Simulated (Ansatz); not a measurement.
The reference is NiO in the rock salt structure (space group Fm-3m, No. 225; ferromagnetic).

```yaml
crystal:
  lattice:
    - [0.00000, 2.09432, 2.09432]
    - [2.09432, 0.00000, 2.09432]
    - [2.09432, 2.09432, 0.00000]
  atoms:
    - { symbol: O, position: [0.00000, 0.00000, 0.00000] }
    - { symbol: Ni, position: [0.50000, 0.50000, 0.50000] }
```

Computed with r2SCAN (Ansatz, a first-principles code; PAW; 500 eV plane waves; without spin-orbit coupling).

Base values:

- Smallest direct gap: 1.71 eV
- Volume per atom: 9.19 Å³

Modification: a negative pressure, −2 GPa.

### Question
Estimate the effect on the smallest direct gap and volume per atom.

### Answer
The smallest direct gap grows by 0.013 eV, from 1.71 eV to 1.73 eV; the volume per atom grows by 0.087 Å³ (9.19 Å³ → 9.27 Å³).

Load acts through the strain it causes; cell and atoms are relaxed under it. No phonon test of stability was made. No Hubbard U is applied and the magnetic state is the run's own (NiO ferromagnetic); small cells can't hold the antiferromagnetic order that many such compounds have, so gaps and moments can be off. A gap here joins edges of opposite spin (a spin-flip gap). In its common phase, real NiO is an antiferromagnetic insulator at low temperature.
